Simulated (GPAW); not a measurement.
A self-consistent single point of CaS (Fm-3m, 2 atoms in the cell) with GPAW

Method of the run: PBE, GPAW PAW datasets PBE (gpaw-data 1.0.1) (plane waves; GPAW 25.7.0).

Input:

```python
from ase import Atoms
from ase.units import GPa
from gpaw import GPAW

atoms = Atoms(['Ca', 'S'],
              cell=[[0.000000, 2.897728, 2.897728],
                    [2.897728, 0.000000, 2.897728],
                    [2.897728, 2.897728, 0.000000]],
              scaled_positions=[[0.000000, 0.000000, 0.000000],
                                [0.500000, 0.500000, 0.500000]],
              pbc=True)

calc = GPAW(mode={'name': 'pw', 'ecut': 600},
            xc='PBE',
            kpts=(7, 7, 7),
            occupations={'name': 'fixed-uniform'},
            nbands=-8,
            convergence={'forces': 0.001, 'bands': -6},
            symmetry={'symmorphic': False, 'tolerance': 0.0005},
            maxiter=120,
            txt='-')

atoms.calc = calc

energy = atoms.get_potential_energy()
print('Energy (eV):', round(energy, 6))
forces = atoms.get_forces()
print('Forces (eV/Ang):')
print(forces.round(5))
stress = atoms.get_stress()
print('Stress (GPa, Voigt):', (stress / GPa).round(4))
```

The program printed (abridged):

```
Input parameters:
  convergence: {bands: -6,
                forces: 0.001}
  kpts: [7 7 7]
  maxiter: 120
  mode: {ecut: 600,
         name: pw}
  nbands: -8
  occupations: {name: fixed-uniform}
  symmetry: {symmorphic: False,
             tolerance: 0.0005}
  xc: PBE

species:
  Ca:
    name: Calcium
    Z: 20.0
    valence: 10
    core: 10
    charge: 0.0
    file: Ca.PBE.gz

    # Using partial waves for Ca as LCAO basis

  S:
    name: Sulfur
    Z: 16.0
    valence: 6
    core: 10
    charge: 0.0
    file: S.PBE.gz

    # Using partial waves for S as LCAO basis

Reference energy: -29368.489130  # eV

Spin-paired calculation

Convergence criteria:
 Maximum [total energy] change in last 3 cyles: 0.0005 eV / valence electron
 Maximum integral of absolute [dens]ity change: 0.0001 electrons / valence electron
 Maximum integral of absolute [eigenst]ate change: 4e-08 eV^2 / valence electron
 Maximum change in the atomic [forces] across last 2 cycles: 0.001 eV/Ang OR
Maximum error relative to the maximum force is below inf
 Maximum number of scf [iter]ations: 120

Symmetries present (total): 48
Symmetries with fractional translations: 0
343 k-points: 7 x 7 x 7 Monkhorst-Pack grid
20 k-points in the irreducible part of the Brillouin zone
       k-points in crystal coordinates                weights
   0:     0.00000000    0.00000000    0.00000000          1/343
   1:     0.14285714    0.14285714    0.00000000          6/343
   2:     0.14285714    0.14285714    0.14285714          8/343
   [... 7 lines left out ...]
          ...
  19:     0.42857143    0.42857143    0.42857143          8/343

Wave functions: Plane wave expansion
  Cutoff energy: 600.000 eV
  Number of coefficients (min, max): 1615, 1641
  Pulay-stress correction: 0.000000 eV/Ang^3 (de/decut=0.000000)

Occupation numbers: # Uniform distribution of occupation numbers

Eigensolver

Densities:
  Coarse grid: 24*24*24 grid
  Fine grid: 48*48*48 grid
  Total Charge: 0.000000

Density mixing:
  Method: separate
  Backend: pulay
  Linear mixing parameter: 0.05
  old densities: 5
  Damping of long wavelength oscillations: 50

Hamiltonian:
  XC and Coulomb potentials evaluated on a 48*48*48 grid
  External potential:
    NoExternalPotential

XC parameters: PBE with 2 nearest neighbor stencil

Number of atoms: 2
Number of atomic orbitals: 9
Number of bands in calculation: 16
Number of valence electrons: 16
Bands to converge: 10

Density initialized from atomic densities
  9 bands from LCAO basis set
  7 bands from random numbers

Atomic positions and initial magnetic moments

Positions:
   0 Ca     0.000000    0.000000    0.000000    ( 0.0000,  0.0000,  0.0000)
   1 S      2.897728    2.897728    2.897728    ( 0.0000,  0.0000,  0.0000)

Unit cell:
           periodic     x           y           z      points  spacing
  1. axis:    yes    0.000000    2.897728    2.897728    24     0.1394
  2. axis:    yes    2.897728    0.000000    2.897728    24     0.1394
  3. axis:    yes    2.897728    2.897728    0.000000    24     0.1394

  Lengths:   4.098006   4.098006   4.098006
  Angles:   60.000000  60.000000  60.000000

Effective grid spacing dv^(1/3) = 0.1521

     iter     time        total  log10-change:
                         energy   eigst   dens  force
iter:   1 --:--:--   -10.526186   +1.59
iter:   2 --:--:--   -10.538242   +0.39  -1.15
iter:   3 --:--:--   -10.411138   -0.10  -1.19
iter:   4 --:--:--   -10.415082   -0.55  -1.49
iter:   5 --:--:--   -10.452047   -1.37  -1.51
iter:   6 --:--:--   -10.439917   -1.75  -1.87
iter:   7 --:--:--   -10.439933   -2.66  -2.86
iter:   8 --:--:--   -10.439875c  -3.37  -2.87
iter:   9 --:--:--   -10.439637c  -3.53  -2.90
iter:  10 --:--:--   -10.439635c  -4.52  -3.24
iter:  11 --:--:--   -10.439627c  -5.33  -3.22
iter:  12 --:--:--   -10.439628c  -5.62  -3.24
iter:  13 --:--:--   -10.439629c  -5.57  -3.68
iter:  14 --:--:--   -10.439627c  -7.11  -3.86
iter:  15 --:--:--   -10.439625c  -6.48  -3.91
iter:  16 --:--:--   -10.439625c  -7.13  -3.97
iter:  17 --:--:--   -10.439625c  -7.85c -4.11c
iter:  18 --:--:--   -10.439625c  -8.34c -4.13c -22.85c

Converged after 18 iterations.

Dipole moment: (-0.000000, -0.000000, -0.000000) |e|*Ang

Energy contributions relative to reference atoms: (reference = -29368.489130)

Kinetic:         +7.713459
Potential:       -6.423636
External:        +0.000000
XC:             -11.272544
Entropy (-ST):   +0.000000
Local:           -0.456903
SIC:             +0.000000
--------------------------
Free energy:    -10.439625
Extrapolated:   -10.439625

Showing only first 2 kpts
 Kpt  Band  Eigenvalues  Occupancy
  0     6      3.75449    2.00000
  0     7      3.75449    2.00000
  0     8      7.58520    0.00000
  0     9      7.91985    0.00000

  1     6      3.52591    2.00000
  1     7      3.52591    2.00000
  1     8      7.50455    0.00000
  1     9      8.17119    0.00000

Fermi level: 5.02958

Gap: 2.550 eV
Transition (v -> c):
  (s=0, k=0, n=7, [0.00, 0.00, 0.00]) -> (s=0, k=16, n=8, [0.43, 0.43, 0.00])
Direct/indirect transitions are different
Direct gap: 3.300 eV
Transition at: (s=0, k=16, n=7, [0.43, 0.43, 0.00])
Energy (eV): -10.439625

Forces in eV/Ang:
  0 Ca    0.00000    0.00000   -0.00000
  1 S     0.00000    0.00000    0.00000

Stress tensor:
     0.013122     0.000000     0.000000
     0.000000     0.013122     0.000000
     0.000000     0.000000     0.013122
Stress (GPa, Voigt): [2.1023 2.1023 2.1023 0.     0.     0.    ]
```

The run converged in 18 iterations. GPAW prints stress with tension positive.

The starting cell comes from a database of computed structures (which also holds hypothetical and non-ambient phases and stackings), without a prior relaxation at this level. Its lattice was rescaled by a random factor within 2.5 % of one. Another mesh or the band path of this cell gives a smaller gap, so this value is not converged in the mesh.
